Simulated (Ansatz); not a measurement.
## ZrS2: pressure series

The reference is ZrS₂ in the CdI2 type structure (space group P-3m1, No. 164; a = 3.635 Å, c = 5.720 Å; layered, stacked along the Cartesian z axis).

Cell and atoms are relaxed at each pressure.

All numbers come from PBE-D3(BJ), PAW, 420 eV (Ansatz, an electronic-structure program; without spin-orbit coupling).

Computed cases, in order: pressure −1 GPa; 0 GPa (base); pressure 0.9 GPa; pressure 2.1 GPa; pressure 4.5 GPa; pressure 9 GPa; pressure 15 GPa; pressure 22.5 GPa; pressure 30 GPa.

### Question
Between which two neighbouring cases does the band gap open or close?

### Answer
Between pressure 4.5 GPa (0.18 eV) and pressure 9 GPa (zero). The whole series: pressure −1 GPa: 0.83 eV; 0 GPa (base): 0.66 eV; pressure 0.9 GPa: 0.54 eV; pressure 2.1 GPa: 0.40 eV; pressure 4.5 GPa: 0.18 eV; pressure 9 GPa: zero; pressure 15 GPa: zero; pressure 22.5 GPa: zero; pressure 30 GPa: zero.

The mesh was chosen for an insulator and is coarse for the gapless case. Load acts through the strain it causes; cell and atoms are relaxed under it. No phonon test of stability was made. No other phases were tried under pressure. All final runs are without spin polarisation. A zero or small gap of ZrS2 under pressure 4.5 GPa, ZrS2 under pressure 9 GPa, ZrS2 under pressure 15 GPa and ZrS2 under pressure 22.5 GPa can be the functional's error rather than a property of the material.
